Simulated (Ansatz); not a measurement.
Data:

```
CELL_PARAMETERS angstrom
      0.00000     3.24465     3.24465
      3.24465     0.00000     3.24465
      3.24465     3.24465     0.00000
ATOMIC_POSITIONS crystal
  Cd 0.00000 0.00000 0.00000
  Te 0.25000 0.25000 0.25000
```

Level of theory: PBE with spin-orbit coupling, rigid bands (plane waves, PAW; Ansatz, an electronic-structure program). Geometry: cell and atoms relaxed with PBEsol.

Problem. What conductivity effective mass do dilute holes have at 300 K?

Solution. 0.55 mₑ.

Problem. What conductivity effective mass do dilute electrons have at 300 K?

Solution. 0.064 mₑ.

Problem. And the band gap?

Solution. 0.49 eV at this level; semilocal functionals usually fall short of the measured gap.

Rigid bands, one relaxation time for all states, no polarons. Geometry: cell and atoms relaxed with PBEsol.
